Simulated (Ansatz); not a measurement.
We consider YScO₃ (P6₃/mmc, No. 194, 10 atoms in the cell; start mp-768479), described by PBEsol+SOC (Ansatz, a program for electronic structure, PAW).

The run printed, among other lines:

```
Crystal: 10 atoms, lattice volume = 132.822 Å³
Basis set: ecut = 520 eV, 3645 PW (Γ), exchange–correlation on 54×54×192 points (8 copies of the dense FFT grid, shifted against one another)
Bands: 100, of which v1, the nominal top of the filled ones, is band 80 counted from 1 (79 counted from 0)
Symmetry: 24 space group operations + 24 with time reversal
k-points: 57 of 576
Initial density: superposition of atomic densities (chi_scale 0.1, normalization cell, long waves kept (reshape's long-wave potential 0.02 eV rms))
Functional: x = pbesol(κ = 0.804, μ = 0.12345679012345678), c = pbesol(β = 0.046)
spin=Noncollinear: Resta preconditioning applied to the charge; magnetization (m_x, m_y, m_z) channels mix plain (no charge-response kernel on spin).
SCF 1 converged in 11 iterations: F = -15200.300638 eV  dr2 = 1.07e-10
SCF converged after 11 iterations
Free energy (F): -15200.300638 eV
Internal energy: -15200.300638 eV  (E = F + TS)
E sigma→0 (E₀):  -15200.300638 eV
Fermi energy:    10.018301 eV
--- Forces (eV/Å), atoms counted from 1 ---
  atom   1  Y      0.00000000    -0.00000000    -0.00000000
  atom   2  Y      0.00000000     0.00000000     0.00000000
  atom   3  Sc     0.00000000     0.00000000     0.00000000
  atom   4  Sc    -0.00000000    -0.00000000     0.00000000
  atom   5  O     -0.00000000     0.00000000    -0.00045290
  atom   6  O      0.00000000     0.00000000     0.00045290
  atom   7  O      0.00000000     0.00000000    -0.00045290
  atom   8  O      0.00000000    -0.00000000     0.00045290
  atom   9  O      0.00000000    -0.00000000     0.00000000
  atom  10  O     -0.00000000     0.00000000     0.00000000
--- Stress (GPa, compression-positive) ---
       -0.000469       0.000000       0.000000
        0.000000      -0.000469      -0.000000
       -0.000000      -0.000000       0.007348
  P = ⅓ Tr σ = 0.0021 GPa (0.021 kbar)
```

Q: Write an input file that could have produced this run (the log leaves some choices open).

A: Several could match; the one computed here: 
Ansatz 0.2 input:
```yaml
crystal:
  lattice:
    - [3.5473396668, 0.0, 0.0]
    - [-1.7736698334, 3.0720862673, 0.0]
    - [0.0, 0.0, 12.1880023872]
  atoms:
    - { symbol: Y, position: [0.0, 0.0, 0.5] }
    - { symbol: Y, position: [0.0, 0.0, 0.0] }
    - { symbol: Sc, position: [0.6666666667, 0.3333333333, 0.75] }
    - { symbol: Sc, position: [0.3333333333, 0.6666666667, 0.25] }
    - { symbol: O, position: [0.6666666667, 0.3333333333, 0.5821341024] }
    - { symbol: O, position: [0.3333333333, 0.6666666667, 0.4178658976] }
    - { symbol: O, position: [0.3333333333, 0.6666666667, 0.0821341024] }
    - { symbol: O, position: [0.6666666667, 0.3333333333, 0.9178658976] }
    - { symbol: O, position: [0.0, 0.0, 0.75] }
    - { symbol: O, position: [0.0, 0.0, 0.25] }
basis:
  ecutwfc: 520
  ecutrho_ratio: 4
  xc_grid: 2
kpoints:
  mp_grid: { grid: [12, 12, 4] }
hamiltonian:
  xc: pbesol
  dispersion: none
  pseudopotentials: { kind: paw }
scf:
  occupations: { method: fermi_dirac, width: 0.01 }
  convergence: { dr2_threshold: 0.000000001 }
output:
  forces: true
  stress: true
  eigenvalues: true
magnetization:
  noncollinear: true
  spin_orbit: true
```

The PAW data were made under PBE.

Cost on a shared machine: very roughly 90 core-seconds.

A start named mp-… is a Materials Project structure, which need not be a measured phase.
